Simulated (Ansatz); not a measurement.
Where the default PAW files enter, the runs use the earlier of Ansatz's two default sets.

Here is the system:

```xyz
5
Lattice="3.9308 0.0000 0.0000 0.0000 6.1120 0.0000 1.9654 0.0000 3.4042" Properties=species:S:1:pos:R:3 pbc="T T T"
La     3.9308     1.5050     2.2694
La     1.9654     4.6069     1.1347
O      3.9308     3.9476     2.2694
O      1.9654     2.1643     1.1347
O      0.0000     0.0000     0.0000
```

Space group of this cell: P-3m1. The cell is taken as given; by LDA its mean pressure is -6.3 GPa.

Transport runs along the normal of the first two printed cell vectors, the (100) plane of the conventional cell.

No gap correction and no spin-orbit coupling; mid-gap values are interpolated between computed energies.

Task: Give the band gap and the smallest decay constant κ at mid-gap that LDA run with Ansatz (an electronic-structure program) yields.

Result: Gap 3.75 eV on a 10×6×10 mesh; κ = 0.377 1/Å, at the zone centre.
